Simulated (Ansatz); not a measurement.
Functionals compared on a constructed model of the (000-1) surface of 4H silicon carbide, C-terminated, (√3x√3)R30° Al adatom at T4 (bottom of the slab: 3 H on 3 bottom sites), in Ansatz (plane waves, PAW). The structure was relaxed with PBE; the other rows are single points on it. Cutoff 420 eV (500 eV for r2SCAN). HSE06 used the coarser mesh 4x4x1.

Set-up: 28 atoms, 11.5 Å thick at the start with caps and adatoms (thin: gaps and levels are the slab's own); mesh 6x6x1; 0.025 eV smearing; dipole correction on; 6 atoms held, the rest relaxed; held to the start's symmetry, so lower structures may exist; no spin, no spin-orbit, no U. In PBE it lies 0.27 eV a 1x1 cell over the lowest computed structure of the same composition ((√3x√3)R30° Al adatom at H3). These notes are the PBE run's.

```
functional  gap of the slab on its k-mesh (eV)  highest filled level below the top vacuum level (eV)  rough cost of the single point
----------  ----------------------------------  ----------------------------------------------------  ------------------------------
PBE                                       0.87                                                  3.87                               –
r2SCAN                                    1.01                                                  3.96  around 90 core-seconds (rough)
```

Ansatz is an electronic-structure program.
